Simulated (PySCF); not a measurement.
PySCF 2.14.0, BP86/def2-tzvp, df: F[C](F)F, charge +1, multiplicity 1, 4 atoms. The geometry is a generated start, not checked to be a minimum at this level.

```json
{
  "task": "energy",
  "method": "bp86",
  "basis": "def2-tzvp",
  "two_electron_scheme": "density fitting",
  "mol.max_memory": "3000 MB",
  "mf.max_cycle": "100",
  "mf.init_guess": "minao (default)",
  "mf.DIIS": "CDIIS (default)",
  "mf.diis_space": "8 (default)",
  "mf.conv_tol": "1e-09 (default)",
  "mf.grids.level": "3 (default)",
  "basis_functions": "124",
  "grid_points": "56904"
}
```

```xyz
4

F     -0.6000     1.0818     0.0180
C      0.0002    -0.0002     0.0005
F     -0.6371    -1.0601    -0.0189
F      1.2369    -0.0215     0.0005
```

Charge 1 and multiplicity 1 are set for this test and not shown to be the ground state.

One run each on 2 threads, 1 BLAS thread. Values of level_shift (Hartree) tried: 0 (default), 0.1, 0.3, 1.

Task: Predict the course of the Fock builds along this series.

Result: Fewest Fock builds, within one of each other: 0 (default) with 11, 0.1 with 12. The count rises to 23 at 1. All converge to one solution.

```csv
level_shift (Hartree),Fock builds,end
0 (default),11,same solution
0.1,12,same solution
0.3,14,same solution
1,23,same solution
```
